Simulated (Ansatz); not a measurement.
Consider ZnGeP2 in the chalcopyrite structure (space group I-42d, No. 122; a = 5.4243 Å, c = 10.7097 Å).

All numbers come from PBEsol (Ansatz, a first-principles code, PAW, scalar-relativistic without spin-orbit coupling).

Strains are applied to the cell and any free atomic positions relax.

One change was made to it. Results:

The band gap falls by 0.07 eV (1.07 eV → 1.00 eV); the energy rises by 11 meV/atom; the pressure (mean of the normal stresses, compression positive) goes from zero to 4.18 GPa.

Q: Which of these changes matches the shifts?
A) isotropic strain −1.50 %
B) isotropic strain −2.25 %
C) isotropic strain −3.00 %

A: A, isotropic strain −1.50 %. For comparison, the band gap in the other runs: isotropic strain −3.00 % gives 0.91 eV; isotropic strain −2.25 % gives 0.96 eV.

No phonon test of stability was made.
